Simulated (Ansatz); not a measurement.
HfC under a change: pressure 30 GPa

Base system: HfC in the rock salt structure (space group Fm-3m, No. 225; a = 4.607 Å).

One thing is altered: a hydrostatic pressure of 30 GPa.

Level of theory: PBEsol, PAW, 420 eV (Ansatz, a quantum-chemistry and plane-wave program; scalar-relativistic without spin-orbit coupling). k-mesh 17×17×17 (Γ-centred); smearing 0.05 eV (Fermi–Dirac).

The density increases by 1.355 g/cm³, from 12.94 g/cm³ to 14.29 g/cm³ and the lattice parameter a drops by 0.150 Å, from 4.607 Å to 4.457 Å. The shortest interatomic distance shrinks by 0.0752 Å to 2.228 Å and the enthalpy H = E + PV relative to the base's energy comes out as +2.17 eV/atom. The band gap remains zero.

Load acts through the strain it causes; cell and atoms are relaxed under it. Stability against distortions was not tested. Competing high-pressure phases were not computed. All final runs are without spin polarisation.
